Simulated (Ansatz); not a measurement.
```xyz
4
Lattice="3.7390 0.0000 0.0000 -1.8695 3.2381 0.0000 0.0000 0.0000 6.1414" Properties=species:S:1:pos:R:3 pbc="T T T"
Zn     1.8695     1.0794     6.1386
Zn     0.0000     2.1587     3.0679
S      1.8695     1.0794     3.8424
S      0.0000     2.1587     0.7717
```

Another polymorph of this substance is known too; which is more stable was not tested here. 

List the harmonic phonon frequencies (cm⁻¹; finite displacements on a 6×6×2 mesh, LDA in Ansatz, a program for electronic structure, k mesh 6×6×4) at q = (0.167, 0.333, 0.000), (0.000, 0.167, -0.500), (0.000, 0.000, -0.500), in fractions of this cell's reciprocal vectors. At Γ leave out the LO-TO shift.


- (0.167, 0.333, 0.000): 93, 98, 108, 118, 174, 196, 308, 309, 318, 329, 341, 351
- (0.000, 0.167, -0.500): 71, 71, 88, 88, 152, 152, 300, 300, 309, 309, 345, 345
- (0.000, 0.000, -0.500): 57, 57, 57, 57, 147, 147, 295, 295, 295, 295, 347, 347

The PAW data sets were generated under PBE and serve the other functionals too.
